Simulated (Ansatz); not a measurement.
The parent structure is SnO$_{2}$ in the rutile structure (space group P4_2/mnm, No. 136; a = 4.769 Å, c = 3.212 Å).

The values are results of Ansatz (an electronic-structure program) PBEsol, without spin-orbit coupling, not measurements.

Base values:

The band gap comes out as 0.92 eV, the valence-band top at Γ is 0.00, -0.77, -0.77 eV and the lattice parameter a comes out as 9.012 bohr.

Perturbation: cell and atoms relaxed at a pressure of 2.1 GPa.

What does the calculation give for the band gap, valence-band top at Γ and lattice parameter a after the change?

The band gap increases by 0.11 eV (0.92 eV → 1.03 eV); the valence-band top at Γ (three highest levels, from the VBM) becomes 0.00, -0.78, -0.78 eV (base: 0.00, -0.77, -0.77 eV); the lattice parameter a drops by 0.0407 bohr to 8.972 bohr.

Load acts through the strain it causes; cell and atoms are relaxed under it. Whether these cells are dynamically stable was not tested.
